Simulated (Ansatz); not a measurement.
Consider BaTe in the rock salt structure (space group Fm-3m, No. 225; a = 6.9414 Å).

Level of theory: Ansatz (a program for electronic structure), PBEsol, PAW, cutoff 420 eV, without spin-orbit coupling.

Base values:

The pressure is 0.0 kbar, the smallest direct gap comes out as 1.82 eV and the width of the top valence band is 1.12 eV.

One thing is altered: an isotropic linear strain of −3.00 %; the atoms relax in the strained cell.

### Question
Predict the new pressure.

### Answer
The pressure goes from zero to 35.9 kbar.

### Question
Estimate the effect on the smallest direct gap.

### Answer
The smallest direct gap falls by 0.24 eV (1.82 eV → 1.58 eV).

### Question
What does the calculation give for the width of the top valence band after the change?

### Answer
The width of the top valence band rises by 0.192 eV, from 1.12 eV to 1.32 eV.

Spin-orbit coupling, missing from the scalar runs, can matter with Te. Stability against distortions was not tested.
